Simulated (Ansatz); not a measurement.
# Response to strain in Ru

The parent structure is Ru in the hcp (Mg type) structure (space group P6_3/mmc, No. 194; a = 2.692 Å, c = 4.246 Å). Axes: x lies along a and z along c of the hexagonal cell.

Strains are applied to the cell and any free atomic positions relax; under biaxial strain the out-of-plane vector relaxes too; under stress the whole cell relaxes.

Computed with Ansatz (an electronic-structure program) PBEsol, spin-orbit coupling left out.

Notes on the quantities. pressure: mean of the normal stresses, compression positive.

```json
[
 {"variant": "base", "volume per atom": "13.32 Å³", "pressure": "0.0 GPa", "space group": "P6_3/mmc (No. 194)"},
 {"variant": "biaxial strain −4.86 %, plane normal [001], relaxed out of plane", "volume per atom": "12.39 Å³", "pressure": "31.4 GPa", "space group": "P6_3/mmc (No. 194)"},
 {"variant": "biaxial strain −3.35 %, plane normal [001], relaxed out of plane", "volume per atom": "12.68 Å³", "pressure": "19.8 GPa", "space group": "P6_3/mmc (No. 194)"},
 {"variant": "biaxial strain −0.63 %, plane normal [001], relaxed out of plane", "volume per atom": "13.20 Å³", "pressure": "3.2 GPa", "space group": "P6_3/mmc (No. 194)"},
 {"variant": "isotropic strain −3.00 %", "volume per atom": "12.16 Å³", "pressure": "39.5 GPa", "space group": "P6_3/mmc (No. 194)"},
 {"variant": "uniaxial stress, 8 GPa compression along x", "volume per atom": "13.22 Å³", "pressure": "–", "space group": "Cmcm (No. 63)"}
]
```

Without a gap, meshes like the base's 20×20×11 leave anisotropic stresses uncertain by several tenths of a GPa, and small strain energies with them. Stability under load was not tested beyond the relaxation. All final runs are without spin polarisation.
